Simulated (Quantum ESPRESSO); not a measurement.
Quantum ESPRESSO 7.5, DFT, PBE, plane waves, SSSP 1.1.2 efficiency PBE: fcc Pt, 1 atom. Basis and mesh were picked for this test and aren't claimed converged.

```yaml
cell: 2.77, 2.77, 2.77 Å; 60, 60, 60°
task: scf
k mesh: 18×18×18
ecutwfc: 45 Ry
ecutrho: 360 Ry
occupations: smearing
smearing: mv
degauss: 0.02 Ry
conv_thr: 1e-09 Ry
tprnfor: true
tstress: false
k-point pools (-nk): 1
diagonalization: david (default)
mixing_mode: plain (default)
mixing_beta: 0.7 (default)
mixing_ndim: 8 (default)
k-points computed: 195
bands: 12
electrons: 16
G-vectors of the density: 11791
FFT grid: 32×32×32
symmetry_operations: 48
```

Hardware: AMD EPYC (Zen 5), 96 cores on 1 socket, no SMT, 12 L3 cache groups; 94 cores' worth of CPU time may be used.

Run on 8 ranks, it takes 2.7 s from launch to exit:

```bash
OMP_NUM_THREADS=1 mpirun -np 8 pw.x -nk 1 -in pw.in
```

From its output:

```
     Parallel version (MPI & OpenMP), running on       8 processor cores
     Number of MPI processes:                 8
     Threads/MPI process:                     1
     R & G space division:  proc/nbgrp/npool/nimage =       8
     Subspace diagonalization in iterative solution of the eigenvalue problem:
     a serial algorithm will be used
     Using Slab Decomposition
     number of atoms/cell      =            1
     number of electrons       =        16.00
     number of Kohn-Sham states=           12
     kinetic-energy cutoff     =      45.0000  Ry
     charge density cutoff     =     360.0000  Ry
     scf convergence threshold =      1.0E-09
     mixing beta               =       0.7000
     number of iterations used =            8  plain     mixing
     48 Sym. Ops., with inversion, found
     number of k points=   195  Marzari-Vanderbilt smearing, width (Ry)=  0.0200
     Dense  grid:    11791 G-vectors     FFT dimensions: (  32,  32,  32)
     Smooth grid:     4111 G-vectors     FFT dimensions: (  24,  24,  24)
     Estimated max dynamical RAM per process >       8.98 MB
     Estimated total dynamical RAM >      71.82 MB
...
     init_run     :      0.27s CPU      0.27s WALL (       1 calls)
     electrons    :      1.64s CPU      1.77s WALL (       1 calls)
     forces       :      0.01s CPU      0.01s WALL (       1 calls)

     Called by init_run:
     wfcinit      :      0.06s CPU      0.07s WALL (       1 calls)
     potinit      :      0.10s CPU      0.10s WALL (       1 calls)
     hinit0       :      0.10s CPU      0.10s WALL (       1 calls)

     Called by electrons:
     c_bands      :      1.40s CPU      1.52s WALL (       7 calls)
     sum_band     :      0.21s CPU      0.23s WALL (       7 calls)
     v_of_rho     :      0.01s CPU      0.01s WALL (       8 calls)
     newd         :      0.01s CPU      0.02s WALL (       8 calls)
     mix_rho      :      0.00s CPU      0.00s WALL (       7 calls)

     Called by c_bands:
     init_us_2    :      0.03s CPU      0.03s WALL (    3120 calls)
     cegterg      :      1.36s CPU      1.48s WALL (    1365 calls)

     Called by *egterg:
     cdiaghg      :      0.33s CPU      0.35s WALL (    5228 calls)
     h_psi        :      0.92s CPU      1.00s WALL (    5423 calls)
     s_psi        :      0.01s CPU      0.01s WALL (    5423 calls)
     g_psi        :      0.01s CPU      0.01s WALL (    3863 calls)

     Called by h_psi:
     h_psi:calbec :      0.03s CPU      0.03s WALL (    5423 calls)
     vloc_psi     :      0.86s CPU      0.93s WALL (    5423 calls)
     add_vuspsi   :      0.01s CPU      0.01s WALL (    5423 calls)

     General routines
     calbec       :      0.04s CPU      0.04s WALL (    7568 calls)
     fft          :      0.08s CPU      0.08s WALL (     113 calls)
     ffts         :      0.10s CPU      0.10s WALL (      15 calls)
     fftw         :      0.89s CPU      0.96s WALL (  106932 calls)
     interpolate  :      0.10s CPU      0.10s WALL (       8 calls)

     Parallel routines

     PWSCF        :      2.03s CPU      2.18s WALL
```

Each time is the median wall time of two to five repeats, run one at a time on the otherwise empty machine; start-up is included. Processes are pinned to neighbouring cores unless said otherwise. The times hold for this build (conda-forge: Open MPI 5.0, OpenMP, OpenBLAS 0.3.34 (pthreads), FFTW, ScaLAPACK, ELPA). Scratch files lie in a memory file system.

Problem. What holds this run back, and which change relieves it on the same cores with the result kept within 1.0 meV/atom in energy?

Solution. The largest part is FFTs of H·ψ (vloc_psi), 34 % of the time. One change that relieves it (others may too): going from -nk 1 to -nk 8, one of the fastest of the measured ones that keep the result: 2.7 s to 1.9 s (1.4× as fast). The largest move is in FFTs of H·ψ (vloc_psi): 0.93 s to 0.50 s. These two results differ by: energy equal as printed. Others tried: -nk 4 (1.9 s); -nk 2 (2.1 s); -nk left out (the program takes 1) (2.7 s). Launch, exit and the like take 0.53 s of the 1.9 s.
